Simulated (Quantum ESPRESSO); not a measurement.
Quantum ESPRESSO run on YMg5 (Amm2, 6 atoms in the cell): self-consistent single point.

Method: PBEsol, SSSP 1.1.2 efficiency (PBE) pseudopotentials (plane waves; Quantum ESPRESSO 7.5).

```
YMg5
1.0
    5.21133     0.00000     0.00000
    0.00000     1.62964     8.43929
    0.00000    -1.62964     8.43929
Y Mg
1 5
Direct
  0.00000   0.22003   0.22003
  0.50000   0.00258   0.00258
  0.50000   0.66196   0.66196
  0.50000   0.33577   0.33577
  0.00000   0.89353   0.89353
  0.00000   0.55280   0.55280
```

Reference input (self-consistent single point, DFT, PBEsol, plane waves, SSSP 1.1.2 efficiency (PBE) pseudopotentials): ecutwfc = 40 Ry; ecutrho = 320 Ry; occupations = smearing; smearing = mp; degauss = 0.0147 Ry; input_dft = pbesol; potentials = {Y: Y_pbe_v1.uspp.F.UPF, Mg: Mg.pbe-n-kjpaw_psl.0.3.0.UPF}; K_POINTS = automatic 4 6 6 0 0 0; conv_thr = 1e-10 Ry. This run's input differs from it in these lines:

```diff
@@ -38,3 +38,3 @@
 K_POINTS {automatic}
-4 6 6  0 0 0
+5 8 8  0 0 0
```

Output, abridged:

```
     Self-consistent Calculation

     iteration #  1     ecut=    40.00 Ry     beta= 0.70

     negative rho (up, down):  4.209E-02 0.000E+00

     total energy              =    -250.65960139 Ry
     estimated scf accuracy    <       0.53755639 Ry

     iteration #  2     ecut=    40.00 Ry     beta= 0.70

     negative rho (up, down):  4.218E-02 0.000E+00

     total energy              =    -250.26204054 Ry
     estimated scf accuracy    <       8.66299820 Ry

     iteration #  3     ecut=    40.00 Ry     beta= 0.70

     negative rho (up, down):  4.259E-02 0.000E+00

     total energy              =    -251.03044600 Ry
     estimated scf accuracy    <       0.17909726 Ry

   [... 8 blocks of this kind left out ...]

     iteration # 12     ecut=    40.00 Ry     beta= 0.70

     negative rho (up, down):  4.343E-02 0.000E+00

     total energy              =    -251.05010372 Ry
     estimated scf accuracy    <       0.00000004 Ry

     iteration # 13     ecut=    40.00 Ry     beta= 0.70

     negative rho (up, down):  4.343E-02 0.000E+00
     End of self-consistent calculation

     the Fermi energy is     4.9835 ev

!    total energy              =    -251.05010373 Ry
     estimated scf accuracy    <          5.5E-11 Ry
     smearing contrib. (-TS)   =      -0.00022272 Ry
     internal energy E=F+TS    =    -251.04988101 Ry

     convergence has been achieved in  13 iterations

     negative rho (up, down):  4.343E-02 0.000E+00

     Forces acting on atoms (cartesian axes, Ry/au):

     atom    1 type  1   force =     0.00000000    0.00000000    0.00112988
     atom    2 type  2   force =     0.00000000    0.00000000   -0.00024509
     atom    3 type  2   force =     0.00000000    0.00000000    0.00253819
     atom    4 type  2   force =     0.00000000    0.00000000    0.00041335
     atom    5 type  2   force =     0.00000000    0.00000000   -0.00267355
   [... lines left out ...]
     Total force =     0.004056     Total SCF correction =     0.000012
   [... lines left out ...]

     negative rho (up, down):  4.343E-02 0.000E+00
          total   stress  (Ry/bohr**3)                   (kbar)     P=        6.24
   0.00006364   0.00000000   0.00000000            9.36        0.00        0.00
   0.00000000   0.00002815   0.00000000            0.00        4.14        0.00
   0.00000000   0.00000000   0.00003542            0.00        0.00        5.21

   JOB DONE.
```

The run converged in 13 iterations. Against the reference run the free energy goes down by 14.9 meV/atom, the pressure stays near 0.62 GPa while the xx stress (positive for compression) goes from 1.38 to 0.94 GPa and the largest force goes from 0.076 to 0.069 eV/Å.

The starting cell comes from a database of computed structures (which also holds hypothetical and non-ambient phases and stackings), without a prior relaxation at this level. Its lattice was rescaled by a random factor within 2.5 % of one.

Cost on one core of a shared machine: roughly 4 min.
